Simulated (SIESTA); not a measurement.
Input and output of a self-consistent single point for CdCo3N (Pm-3m, 5 atoms in the cell) (SIESTA).

Computed with GGA PBEsol, numerical atomic orbitals DZP, PseudoDojo PBEsol standard norm-conserving potentials (rewritten from UPF to PSML) run with SIESTA 5.4.2.

The change in words: lattice scaled by 0.98. Reference geometry:
```
CdCo3N
1.0
    3.85504     0.00000     0.00000
    0.00000     3.85504     0.00000
    0.00000     0.00000     3.85504
Cd Co N
1 3 1
Direct
  0.00000   0.00000   0.00000
  0.50000   0.50000   0.00000
  0.00000   0.50000   0.50000
  0.50000   0.00000   0.50000
  0.50000   0.50000   0.50000
```
Moments meant for the start (each program seeds them in its own way; μB, in the order of the atoms Cd Co Co Co N): 0.0 3.0 3.0 3.0 0.0.

Reference input (self-consistent single point, DFT, GGA PBEsol, numerical atomic orbitals DZP, PseudoDojo PBEsol standard norm-conserving potentials (rewritten from UPF to PSML)): XC.functional = GGA; XC.authors = PBEsol; potentials = PseudoDojo PBEsol standard; PAO.BasisSize = DZP; PAO.EnergyShift = 0.005 Ry; MeshCutoff = 400 Ry; kgrid.MonkhorstPack = 6 6 6; OccupationFunction = MP; OccupationMPOrder = 0; ElectronicTemperature = 0.136 eV; Spin = polarized; DM.InitSpin = [1 +0.00, 2 +3.00, 3 +3.00, 4 +3.00, 5 +0.00]. This run's input differs from it in these lines:

```diff
@@ -13,5 +13,5 @@
 %block LatticeVectors
-     3.855040000    0.000000000    0.000000000
-     0.000000000    3.855040000    0.000000000
-     0.000000000    0.000000000    3.855040000
+     3.777939000    0.000000000    0.000000000
+     0.000000000    3.777939000    0.000000000
+     0.000000000    0.000000000    3.777939000
 %endblock LatticeVectors
@@ -20,6 +20,6 @@
      0.000000000    0.000000000    0.000000000  1
-     1.927520000    1.927520000    0.000000000  2
-     0.000000000    1.927520000    1.927520000  2
-     1.927520000    0.000000000    1.927520000  2
-     1.927520000    1.927520000    1.927520000  3
+     1.888969500    1.888969500    0.000000000  2
+     0.000000000    1.888969500    1.888969500  2
+     1.888969500    0.000000000    1.888969500  2
+     1.888969500    1.888969500    1.888969500  3
 %endblock AtomicCoordinatesAndAtomicSpecies
```

The program printed (abridged):

```
        iscf     Eharris(eV)        E_KS(eV)     FreeEng(eV)     dDmax    Ef(eV) dHmax(eV)
   scf:    1   -17462.257575   -17511.686255   -17511.751508  0.648235 -2.440966 10.676958
     spin moment: {S} , |S| = {        0.0        0.0    4.84983 }     4.84983
   scf:    2   -17522.904410   -17517.831131   -17517.894005  0.109525 -2.991571  8.255239
     spin moment: {S} , |S| = {        0.0        0.0    4.62796 }     4.62796
   scf:    3   -17522.933026   -17521.874202   -17521.932316  0.143003 -3.872732  3.340013
     spin moment: {S} , |S| = {        0.0        0.0    4.09418 }     4.09418
   [... lines left out ...]
     spin moment: {S} , |S| = {        0.0        0.0    3.03856 }     3.03856
   scf:   23   -17522.416479   -17522.416480   -17522.459672  0.000015 -4.249132  0.000229
     spin moment: {S} , |S| = {        0.0        0.0    3.03855 }     3.03855
   scf:   24   -17522.416477   -17522.416479   -17522.459672  0.000050 -4.249144  0.000128
     spin moment: {S} , |S| = {        0.0        0.0    3.03865 }     3.03865
   scf:   25   -17522.416477   -17522.416478   -17522.459672  0.000007 -4.249132  0.000112
     spin moment: {S} , |S| = {        0.0        0.0    3.03868 }     3.03868
SCF Convergence by DM+H criterion
max |DM_out - DM_in|         :     0.0000067375
max |H_out - H_in|      (eV) :     0.0001123529
SCF cycle converged after 25 iterations

Using DM_out to compute the final energy and forces

siesta: E_KS(eV) =           -17522.4165

siesta: E_KS - E_eggbox =    -17522.4165

siesta: Atomic forces (eV/Ang):
     1   -0.000000   -0.000000    0.000000
     2    0.000000    0.000000   -0.000000
     3   -0.000000   -0.000000   -0.000000
     4    0.000000    0.000000   -0.000000
     5   -0.000000    0.000000    0.000000
   Tot   -0.000000    0.000000    0.000000
   Max    0.000000
   Res    0.000000    sqrt( Sum f_i^2 / 3N )
   Max    0.000000    constrained

Stress tensor Voigt[x,y,z,yz,xz,xy] (kbar):       -0.87       -0.87       -0.87       -0.00       -0.00        0.00
   [... lines left out ...]
siesta: FreeEng =    -17522.459672
siesta: Cell volume =         53.921855 Ang**3
siesta:           0.87122312          0.87122312  kBar
   [... lines left out ...]
              0.023   0.023   0.014   0.023   0.014

mulliken: Qtot =       36.481

Mulliken Atomic Populations:
Atom #   charge [q] valence [e]      Sz [e]  Species
     1    -0.009372   20.009372   -0.103034  Cd
     2     0.379491   16.620509    1.023895  Co
     3     0.379492   16.620508    1.023894  Co
     4     0.379492   16.620508    1.023894  Co
     5    -1.129104    6.129104    0.070027  N
 Total     0.000000                3.038676
```

The run converged in 25 iterations. Against the reference run the free energy goes down by 25.6 meV/atom, the pressure goes from -10.86 to 0.09 GPa and the size of the net moment goes from 0.67 to 0.61 μB/atom.

The starting cell comes from a database of computed structures (which also holds hypothetical and non-ambient phases and stackings), without a prior relaxation at this level. For this run, on top of that: lattice scaled by 0.98. The magnetic order is the one reached from the typed start; others were not searched systematically. Values carry the incompleteness of an atom-centred basis.

Cost on one core of a shared machine: roughly 90 s.
